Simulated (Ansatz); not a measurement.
Results of r²SCAN (PAW; Ansatz, an electronic-structure program) for ZnSnN₂ (Pna2₁, No. 33, 16 atoms in the cell; start mp-1029469).

Numerical settings: plane-wave cutoff 500 eV, 8×6×8 k mesh (along the axes of the cell as run), Fermi–Dirac smearing 0.05 eV, scalar-relativistic PAW data made under PBE.

Cell (relaxed at this level):

```cif
data_N8Sn4Zn4
_chemical_formula_sum 'Zn4 Sn4 N8'
_space_group_name_H-M_alt 'P 1'
_space_group_IT_number 1
_cell_length_a 5.84672
_cell_length_b 6.73287
_cell_length_c 5.47446
_cell_angle_alpha 90.000
_cell_angle_beta 90.000
_cell_angle_gamma 90.000
loop_
_space_group_symop_operation_xyz
  'x, y, z'
loop_
_atom_site_label
_atom_site_type_symbol
_atom_site_fract_x
_atom_site_fract_y
_atom_site_fract_z
_atom_site_occupancy
Zn1 Zn 0.58274 0.87497 0.99881 1
Zn2 Zn 0.41726 0.12503 0.49881 1
Zn3 Zn 0.91726 0.37497 0.49881 1
Zn4 Zn 0.08274 0.62503 0.99881 1
Sn1 Sn 0.58806 0.37508 0.99924 1
Sn2 Sn 0.41194 0.62492 0.49924 1
Sn3 Sn 0.91194 0.87508 0.49924 1
Sn4 Sn 0.08806 0.12492 0.99924 1
N1 N 0.58252 0.37441 0.37825 1
N2 N 0.41748 0.62559 0.87825 1
N3 N 0.91748 0.87441 0.87825 1
N4 N 0.08252 0.12559 0.37825 1
N5 N 0.57997 0.87568 0.37369 1
N6 N 0.42003 0.12432 0.87369 1
N7 N 0.92003 0.37568 0.87369 1
N8 N 0.07997 0.62432 0.37369 1
```

Question: Predict the band gap.

Answer: 
- band gap: 0.53 eV (on the SCF k mesh)

Note: the relaxation could not lower the start's symmetry, so the cell can be a saddle point above a distorted one.

Spin–orbit coupling is not included.

The computed numbers hold no vibrational or temperature effects.

A start named mp-… is a Materials Project structure, which need not be a measured phase.
